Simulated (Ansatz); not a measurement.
Convergence series on BN (P6_3/mmc, 4 atoms in the cell)

```yaml
crystal:
  lattice:
    - [2.49714, 0.00000, 0.00000]
    - [-1.24857, 2.16258, 0.00000]
    - [0.00000, 0.00000, 7.35605]
  atoms:
    - { symbol: B, position: [0.66667, 0.33333, 0.75000] }
    - { symbol: B, position: [0.33333, 0.66667, 0.25000] }
    - { symbol: N, position: [0.00000, 0.00000, 0.75000] }
    - { symbol: N, position: [0.00000, 0.00000, 0.25000] }
```

Level of theory: HSE06 (plane waves, PAW; Ansatz, a first-principles code).

The starting cell comes from a database of computed structures (which also holds hypothetical and non-ambient phases and stackings), without a prior relaxation at this level. Its lattice was rescaled by a random factor within 2.5 % of one. Ansatz's pressure includes its estimate of the finite-basis (Pulay) stress. A gap is left out here, as mesh or smearing make it unsure.

Held fixed: basis.ecutwfc = 30.9 Ry; hamiltonian.xc = hse06; hamiltonian.pseudopotentials = {kind: paw}, with the files named one by one; scf.occupations.method = fixed.

ΔF is the free energy per atom less that of the last row (10 10 3).

```json
[
 {"kpoints.mp_grid.grid": "5 5 2", "ΔF (meV/atom)": "3.4", "pressure (GPa)": "-0.10", "k-points": "10"},
 {"kpoints.mp_grid.grid": "6 6 2", "ΔF (meV/atom)": "0.15", "pressure (GPa)": "-0.18", "k-points": "14"},
 {"kpoints.mp_grid.grid": "7 7 2", "ΔF (meV/atom)": "0.18", "pressure (GPa)": "-0.16", "k-points": "16"},
 {"kpoints.mp_grid.grid": "8 8 3", "ΔF (meV/atom)": "0.02", "pressure (GPa)": "-0.16", "k-points": "20"},
 {"kpoints.mp_grid.grid": "10 10 3", "ΔF (meV/atom)": "0.00", "pressure (GPa)": "-0.16", "k-points": "28"}
]
```

Pressure within 0.05 GPa of the last row: from kpoints.mp_grid.grid = 6 6 2 on; the one before it is off by 0.063 GPa. The value it settles on is -0.16 GPa at this level of theory and with the other settings as held.

Energy within 0.5 meV/atom of the last row: from kpoints.mp_grid.grid = 6 6 2 on; the one before it is off by 3.4 meV/atom.

Keys are those of Ansatz 0.2.
